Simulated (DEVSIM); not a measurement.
Device: abrupt GaSb p-n junction, at 400 K.

Layer 1 from the left is GaSb, thickness (μm) 34.0, Na (cm⁻³) 2.5e16, τn (s) 2.5e-8, τp (s) 2.5e-8. Layer 2 from the left is GaSb, thickness (μm) 3.90, Nd (cm⁻³) 1.9e16, τn (s) 2.5e-8, τp (s) 2.5e-8.

Left contact: ohmic. Right contact: ohmic. Voltage is applied to the left contact. Recombination: SRH at mid-gap, radiative. Mobility is μmin + (μ − μmin)/(1 + (N/Nref)^α).

Constants are typed, rounded textbook-type inputs, not results; the design itself was drawn at random and stands for no fabricated device. Values at 300 K; Nc and Nv go as T^1.5, mobilities as T to minus their exponent, the gap by Varshni's rule with the affinity fixed.

GaSb: gap (eV) 0.726, affinity (eV) 4.06, permittivity 15.7, Nc (cm⁻³) 2.1e17, Nv (cm⁻³) 1.8e19, μn (cm²/Vs) 5000, μp (cm²/Vs) 850, μn,min 1000, μp,min 190, Nref,n 2.8e17, Nref,p 9e17, αn 1.05, αp 0.65, T exponent of μn 2, T exponent of μp 1.7, B (cm³/s) 1e-10, Varshni α (eV/K) 0.00042, Varshni β (K) 140.

DEVSIM, 1D drift-diffusion, Boltzmann statistics, complete ionisation; no tunnelling, impact ionisation, image-force lowering or self-heating.

Question: What does the simulation give for the dark forward voltage at 100 A/cm², the dark forward voltage at 1 A/cm², the potential step across the device at zero bias, the largest field in the device at zero bias?

Answer: dark forward voltage at 100 A/cm² 0.402 V; dark forward voltage at 1 A/cm² 0.143 V; potential step across the device at zero bias 0.348 V; largest field in the device at zero bias 26000 V/cm.
